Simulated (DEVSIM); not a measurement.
Device: abrupt Ge p-n junction, at 350 K.

Layer 1 from the left is Ge, thickness (μm) 34.0, Na (cm⁻³) 3e16, τn (s) 0.00027, τp (s) 0.00027. Layer 2 from the left is Ge, thickness (μm) 200, Nd (cm⁻³) 1.3e17, τn (s) 0.00027, τp (s) 0.00027.

Left contact: ohmic. Right contact: ohmic. Voltage is applied to the left contact. Recombination: SRH at mid-gap, Auger. Mobility is constant in doping.

The device is made up for the run: typed textbook-type constants, with dimensions and the other settings drawn at random. Values at 300 K; Nc and Nv go as T^1.5, mobilities as T to minus their exponent, the gap by Varshni's rule with the affinity fixed.

Ge: gap (eV) 0.664, affinity (eV) 4, permittivity 16, Nc (cm⁻³) 1.04e19, Nv (cm⁻³) 6e18, μn (cm²/Vs) 3900, μp (cm²/Vs) 1900, T exponent of μn 1.66, T exponent of μp 2.33, Cn (cm⁶/s) 1e-31, Cp (cm⁶/s) 1e-31, Varshni α (eV/K) 0.000477, Varshni β (K) 235.

Q: Estimate by hand the built-in potential, the peak field at zero bias, and compare with a numerical solution.

A: 
- Built-in potential: ni = √(Nc Nv) exp(−Eg/2kT) = 2.28e14 cm⁻³ with Eg = 0.644 eV; Vbi = kT/q ln(Na Nd/ni²) = 0.338 V; numerical 0.338 V.
- Peak field at zero bias: depletion approximation: W = √(2εVbi/(qN)) = 0.157 μm with N = 2.44e16 cm⁻³; field = 2Vbi/W = 43200 V/cm; numerical 39900 V/cm (estimate above by 8.3 %).

Model (solved in DEVSIM): 1D drift-diffusion, Boltzmann statistics, complete ionisation; no tunnelling, impact ionisation, image-force lowering or self-heating.
